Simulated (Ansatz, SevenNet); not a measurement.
Equilibrium lattice constant a (Å) of solids drawn from the class of intermetallic compounds, at two levels: the machine-learned potential SevenNet-0 (trained on PBE and PBE+U data), and r²SCAN (PAW; Ansatz, a program for electronic structure).

```
solid                   SevenNet-0  r²SCAN  shift (%)
----------------------  ----------  ------  ---------
L1₂ (Cu3Au-type) Pt3Ti       3.953   3.921      -0.81
CsCl-type RuAl               3.007   2.982      -0.83
L1₂ (Cu3Au-type) Ni3Al       3.556   3.526      -0.84
L1₂ (Cu3Au-type) Ni3Fe       3.535   3.515      -0.57
B20 (FeSi-type) FeGe         4.664   4.720      +1.20
CsCl-type PdIn               3.309   3.267      -1.27
CsCl-type CuZn               2.961   2.919      -1.42
fluorite AuAl2               6.064   6.010      -0.89
L1₂ (Cu3Au-type) Al3Sc       4.118   4.086      -0.78
fluorite PtAl2               5.948   5.904      -0.74
```

The shifts run from -1.42 % to +1.20 %, with a median of -0.82 %.

Over all 10 rows r²SCAN is the larger in 1.

Ansatz's runs of these crystals have no spin polarisation, but for L1₂ (Cu3Au-type) Ni3Al, L1₂ (Cu3Au-type) Ni3Fe, B20 (FeSi-type) FeGe. Meta-GGA and hybrid levels favour moments, which can bear on L1₂ (Cu3Au-type) Pt3Ti, L1₂ (Cu3Au-type) Ni3Al, L1₂ (Cu3Au-type) Ni3Fe, B20 (FeSi-type) FeGe, CsCl-type PdIn, L1₂ (Cu3Au-type) Al3Sc, fluorite PtAl2.

Density-functional runs with spin start from parallel moments for L1₂ (Cu3Au-type) Ni3Al, parallel moments for L1₂ (Cu3Au-type) Ni3Fe, parallel moments for B20 (FeSi-type) FeGe.

Spin–orbit coupling is left out, also for the solids with elements from indium on (L1₂ (Cu3Au-type) Pt3Ti, CsCl-type PdIn, fluorite AuAl2, fluorite PtAl2); its size isn't shown.

Ansatz's density-functional and Hartree–Fock values are scalar-relativistic unless marked +SOC, with PAW data made under PBE.
